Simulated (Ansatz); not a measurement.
**InSb: energy against strain**

InSb (zinc blende, F-43m, 33.537 Å³/atom at rest, cube axes along x, y and z) under a strain ε along a cube axis (axis z), the other axes held. LDA in Ansatz, a plane-wave DFT program (PAW, default set), 420 eV, 13×13×13 Γ-centred mesh, Fermi-Dirac smearing 0.05 eV; ions are relaxed within the symmetry of each cell.

Here s stands for strain and y for E less E0.

```
strain (%)  E less E0 (meV/atom)
----------  --------------------
-3.00                          ?
-1.50                       1.58
-1.00                       0.70
-0.50                       0.17
0.00                        0.00
0.50                        0.17
1.00                        0.69
1.50                        1.54
```

Taking a parabola for y over the 7 complete rows: Least squares gives y = -0.001 - 0.0100·s + 0.6943·s². Residuals (row less fit): 0.004, -0.003, -0.008, 0.001, 0.002, 0.007, -0.006; standard error 0.007 (degrees of freedom: 4). Twice the quadratic coefficient over the volume, 2 × 0.6943 meV × 10⁴ × 0.1602 / 33.537 Å³, is the elastic constant C11 = 66 ± 0.3 GPa.

Problem. What does the fit predict for y at s = -3.00, and how far is the calculated value from it?

Solution. y = -0.001 - 0.0100 × (-3.0) + 0.6943 × (-3.0)² = 6.278 meV/atom. The calculation gives 6.39 meV/atom, 0.112 meV/atom above the prediction (1.8 % of the range of y in the table). The row lies outside the fitted rows, so this is an extrapolation. From the scatter of the fitted rows alone, a prediction at this place has a standard error of 0.025 meV/atom, so the miss is 4.5 times that.

One order more, fitted to all 13 runs of the series, follows each within 0.01, so the miss is the next term of a smooth law. This level leaves no gap over 0.05 eV at strain -1.00, -0.50, 0.00, 0.50, 1.00, 1.50, where the mesh may be coarse. Rows are the converged runs of the series near zero and its far end; series whose fitted rows scatter by over a few per cent of the range, as at a crossing or softening among them, aren't shown in this form. Most that stay on the fit to the last digits aren't either.
